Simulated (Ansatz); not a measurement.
Start from GaN (space group Pm-3n, No. 223; a = 5.5714 Å; a hypothetical phase, not in the database extracts checked).

(Cell as relaxed with PBE.)

Levels (all Ansatz, a first-principles code, PAW): PBE (420 eV, without spin-orbit coupling); PBEsol (420 eV, no spin-orbit coupling).

Each level relaxes its own structure.

```tsv
quantity	PBE	PBEsol
volume per atom	14.41 Å³	13.96 Å³
lattice parameter a	5.571 Å	5.513 Å
band gap	1.50 eV	1.56 eV
gap character	direct at Γ	direct at Γ
electron mass	0.19 mₑ	0.20 mₑ
```

PBE's volume per atom lies 0.45 Å³ above PBEsol's (3.2 %); PBE's lattice parameter a lies 0.058 Å above PBEsol's (1.1 %); PBE's band gap lies 0.066 eV below PBEsol's; the two agree on the gap character. Neither level is exact; PBEsol is the comparison here, not a measurement.

Effective masses come from finite differences of ±0.01 Å⁻¹. No phonon test of stability was made.
